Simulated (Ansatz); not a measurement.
The reference is Rh in the fcc (Cu type) structure (space group Fm-3m, No. 225; a = 3.7816 Å; relaxed with 0.1 eV smearing). Axes: x, y, z lie along the cube axes.

Level of theory: PBEsol, PAW, 420 eV (Ansatz, a quantum-chemistry and plane-wave program; no spin-orbit coupling).

Before the change:

```
Property    Value
--------  -------
Pressure  0.0 GPa
```

Perturbation: the cell is compressed by 1.50 % along z with no lateral relaxation, atoms relaxed at fixed cell.

Problem. What happens to the pressure?

Solution. The pressure (mean of the normal stresses, compression positive) goes from zero to 4.6 GPa.

Problem. What happens to the energy relative to the base?

Solution. The energy increases by 4.6 meV/atom.

The cells carry an imposed strain or load. Whether these cells are dynamically stable was not tested. All final runs are without spin polarisation.
